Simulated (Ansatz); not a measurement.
The reference is BeTe in the zinc blende structure (space group F-43m, No. 216; a = 5.604 Å). Axes: x, y, z lie along the cube axes.

Calculations: PBEsol/PAW in Ansatz (a program for electronic structure), no spin-orbit coupling.

Strains are applied to the cell and any free atomic positions relax; under biaxial strain the out-of-plane vector relaxes too; under stress the whole cell relaxes.

One change was made to it. Results:

```csv
quantity,base,after
energy relative to the base (free energy F),0 meV/atom,+51 meV/atom
volume per atom,22.00 Å³,23.10 Å³
band gap,1.84 eV,1.49 eV
```

What was done to the base?
(A) uniaxial stress, 8 GPa tension along z
(B) biaxial strain −0.90 %, plane normal [111], relaxed out of plane
(C) biaxial strain +0.55 %, plane normal [111], relaxed out of plane

A, uniaxial stress, 8 GPa tension along z. For comparison, the band gap in the other runs: biaxial strain +0.55 %, plane normal [111], relaxed out of plane gives 1.81 eV; biaxial strain −0.90 %, plane normal [111], relaxed out of plane gives 1.76 eV.

Spin-orbit coupling, missing from the scalar runs, can matter with Te. Beyond what the load breaks, stability against distortions was not tested.
